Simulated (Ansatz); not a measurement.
Consider Sb in the A7 type structure (space group R-3m, No. 166; a = 4.328 Å, c = 11.344 Å (hexagonal axes); layered).

Calculations: r2SCAN+rVV10 (Ansatz, a quantum-chemistry and plane-wave program; PAW; 500 eV plane waves; without spin-orbit coupling).

One change was made to it. Results:

The lattice parameter a shrinks by 5.2 pm (432.8 pm → 427.6 pm); the c/a ratio shrinks by 0.080 to 2.541.

Q: Name the change that was made.
A. pressure 3 GPa
B. pressure −1 GPa
C. pressure 10 GPa
D. pressure 0.3 GPa
E. pressure 0.7 GPa

A: A, pressure 3 GPa. For comparison, the lattice parameter a in the other runs: pressure 0.7 GPa gives 431.5 pm; pressure −1 GPa gives 434.6 pm; pressure 10 GPa gives 418.4 pm; pressure 0.3 GPa gives 432.2 pm.

Load acts through the strain it causes; cell and atoms are relaxed under it. No phonon test of stability was made. Competing high-pressure phases were not computed.
